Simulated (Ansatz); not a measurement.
Functionals compared on a constructed model of the (111) surface of fcc Ag, a pseudomorphic layer of Fe in the host's stacking (bottom of the slab: a bare face, its two planes held), in Ansatz (plane waves, PAW). The structure was relaxed with PBE; the other rows are single points on it. Cutoff 420 eV.

Slab: 7 atoms, 14.3 Å thick at the start with caps and adatoms; k 15x15x1, smearing 0.1 eV, dipole-corrected; 2 atoms held, the rest relaxed; symmetry of the start imposed; spin-polarised, ending with about 3.0 μB a cell; orders that need a larger cell were not tried, no spin-orbit, no U. In PBE it is, or lies within 0.01 eV a 1x1 cell of, the lowest of the 2 structures of its composition computed so far; subsurface sites and larger cells were not tried. These notes are the PBE run's.

| functional | work function of the top face (eV) | magnetic moment of the cell (μB) | rough cost of the single point |
|---|---|---|---|
| PBE | 4.33 | 3.02 | – |
| RPBE | 4.16 | 3.03 | roughly 80 core-seconds |

Ansatz is a program for electronic structure.
